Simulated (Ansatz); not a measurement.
AlRu: response to strain

Take AlRu in the CsCl type structure (space group Pm-3m, No. 221; relaxed with 0.1 eV smearing) as the base.

```
CELL_PARAMETERS angstrom
      2.95452     0.00000     0.00000
      0.00000     2.95452     0.00000
      0.00000     0.00000     2.95452
ATOMIC_POSITIONS crystal
  Al 0.50000 0.50000 0.50000
  Ru 0.00000 0.00000 0.00000
```

Strains are applied to the cell and any free atomic positions relax.

Calculations: LDA (Ansatz, a first-principles code, PAW, without spin-orbit coupling).

Notes on the quantities. energy relative to the base: free energy F.

| isotropic strain (%) | energy relative to the base (meV/atom) |
|---|---|
| -3 | 83.5 |
| -1.5 | 19.8 |
| -0.5 | 2.1 |
| 0 | 0.0 |
| 0.5 | 2.1 |
| 1 | ? |
| 2 | 31.3 |
| 2.5 | 48.1 |
| 3 | 68.1 |

Task: Fit ΔE = Aε² + Bε³ (ε in %) to the rows shown and predict the withheld row.

Result: Least squares on the printed values gives A = 8.42 and B = -0.29 meV/atom (largest residual 0.1 meV/atom); this predicts 8.1 meV/atom, and the run gives 8.1 meV/atom, in agreement.

Stability against distortions was not tested. All final runs are without spin polarisation.
